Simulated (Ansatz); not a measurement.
CsCl-type CoAl, treated with revPBE in Ansatz (PAW).

Numerical settings: plane-wave cutoff 520 eV, 22×22×22 k mesh, Fermi–Dirac smearing 0.04 eV (set by the program), no spin polarisation, scalar-relativistic PAW data made under PBE.

Computed at the level's own relaxed cell.

Hill averages of the elastic tensor: K = 171.3 GPa, G = 111.4 GPa. Volume 11.800 Å³/atom, mean atomic mass 42.957 u.

Q: Work out the density, the sound velocities of a polycrystal and the elastic Debye temperature, and Pugh's ratio at this level.

A: ρ = 1.66054 × 42.957/11.800 = 6.045 g/cm³. v_l = √[(K + 4G/3)/ρ] = 7.274 km/s and v_t = √(G/ρ) = 4.293 km/s. The mean follows from 3/v_m³ = 1/v_l³ + 2/v_t³: v_m = 4.757 km/s. Θ_D = (ħ/k_B) v_m (6π²/V)^(1/3) = 76.38 K Å s/km × 4.757 × 1.7121 Å⁻¹ = 622 K, counting all atoms of the cell. K/G = 1.54, to be set beside Pugh's rough bound of 1.75 between brittle and ductile metals.

Ansatz is a program for electronic structure.
